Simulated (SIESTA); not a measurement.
SIESTA run on SiMo3 (Pm-3n, 8 atoms in the cell): self-consistent single point.

Level of theory: LDA PW92, numerical atomic orbitals DZP, PseudoDojo LDA standard norm-conserving potentials (rewritten from UPF to PSML) (SIESTA).

```xyz
8
Lattice="4.8144 0.0000 0.0000 0.0000 4.8144 0.0000 0.0000 0.0000 4.8144" Properties=species:S:1:pos:R:3 pbc="T T T"
Si     2.4072     2.4072     2.4072
Si     0.0000     0.0000     0.0000
Mo     0.0000     2.4072     1.2036
Mo     0.0000     2.4072     3.6108
Mo     1.2036     0.0000     2.4072
Mo     3.6108     0.0000     2.4072
Mo     2.4072     1.2036     0.0000
Mo     2.4072     3.6108     0.0000
```

Reference input (self-consistent single point, DFT, GGA PBE, numerical atomic orbitals DZP, PseudoDojo PBE standard norm-conserving potentials (rewritten from UPF to PSML)): XC.functional = GGA; XC.authors = PBE; potentials = PseudoDojo PBE standard; PAO.BasisSize = DZP; PAO.EnergyShift = 0.005 Ry; MeshCutoff = 350 Ry; kgrid.MonkhorstPack = 5 5 5; OccupationFunction = FD; ElectronicTemperature = 0.1 eV; MaxSCFIterations = 150; SCF.Mixer.Method = Broyden; SCF.Mixer.Weight = 0.1. This run's input differs from it in these lines:

```diff
@@ -1,2 +1,2 @@
-# files in the folder: Si.psml Mo.psml (PseudoDojo PBE standard)
+# files in the folder: Si.psml Mo.psml (PseudoDojo LDA standard)
 SystemName  SiMo3
@@ -28,4 +28,4 @@
 
-XC.functional                GGA
-XC.authors                   PBE
+XC.functional                LDA
+XC.authors                   PW92
 PAO.BasisSize                DZP
```

Output, abridged:

```
        iscf     Eharris(eV)        E_KS(eV)     FreeEng(eV)     dDmax    Ef(eV) dHmax(eV)
   scf:    1   -11618.993023   -11710.728532   -11710.830195  0.657094 -3.839030  6.734968
   scf:    2   -11719.181626   -11715.172694   -11715.269820  0.106475 -4.081222  5.129002
   scf:    3   -11722.399371   -11720.426387   -11720.522786  0.299632 -4.833131  0.882257
   scf:    4   -11720.747027   -11720.601979   -11720.699854  0.103793 -4.943297  0.293604
   scf:    5   -11720.638168   -11720.622726   -11720.721234  0.038264 -4.992727  0.055592
   [... 3 lines left out ...]
   scf:    9   -11720.623672   -11720.623674   -11720.721951  0.000022 -5.012234  0.001638
   scf:   10   -11720.623670   -11720.623672   -11720.721952  0.000421 -5.011729  0.000461
   scf:   11   -11720.623670   -11720.623671   -11720.721952  0.000022 -5.011742  0.000364
   scf:   12   -11720.623669   -11720.623670   -11720.721952  0.000009 -5.011755  0.000308
SCF Convergence by DM+H criterion
max |DM_out - DM_in|         :     0.0000090931
max |H_out - H_in|      (eV) :     0.0003075045
SCF cycle converged after 12 iterations

Using DM_out to compute the final energy and forces

siesta: E_KS(eV) =           -11720.6237

siesta: E_KS - E_eggbox =    -11720.6237

siesta: Atomic forces (eV/Ang):
     1    0.000000    0.000000    0.000000
     2   -0.000000   -0.000000   -0.000000
     3    0.000000   -0.000000    0.000000
     4    0.000000   -0.000000   -0.000000
     5    0.000000    0.000000   -0.000000
     6   -0.000000    0.000000   -0.000000
     7   -0.000000   -0.000000    0.000000
     8   -0.000000    0.000000    0.000000
   Tot    0.000000    0.000000   -0.000000
   Max    0.000000
   Res    0.000000    sqrt( Sum f_i^2 / 3N )
   Max    0.000000    constrained

   [... lines left out ...]
siesta: FreeEng =    -11720.721952
   [... lines left out ...]
siesta:    -0.036584   -0.000000   -0.000000
siesta:    -0.000000   -0.036584    0.000000
siesta:    -0.000000    0.000000   -0.036583

siesta: Cell volume =        111.590247 Ang**3

siesta: Pressure (static):
siesta:                Solid            Molecule  Units
siesta:           0.00039844          0.00039844  Ry/Bohr**3
siesta:           0.03658351          0.03658351  eV/Ang**3
siesta:          58.61324307         58.61324271  kBar
```

The run converged in 12 iterations. Against the reference run the pressure goes from 18.44 to 5.86 GPa.

The starting cell comes from a database of computed structures (which also holds hypothetical and non-ambient phases and stackings), without a prior relaxation at this level. Its lattice was rescaled by a random factor within 2.5 % of one. Spin polarisation is off. Values carry the incompleteness of an atom-centred basis. With a pressure of about 6 GPa the cell is away from its equilibrium volume at this level.

Cost on one core of a shared machine: roughly 2 min.
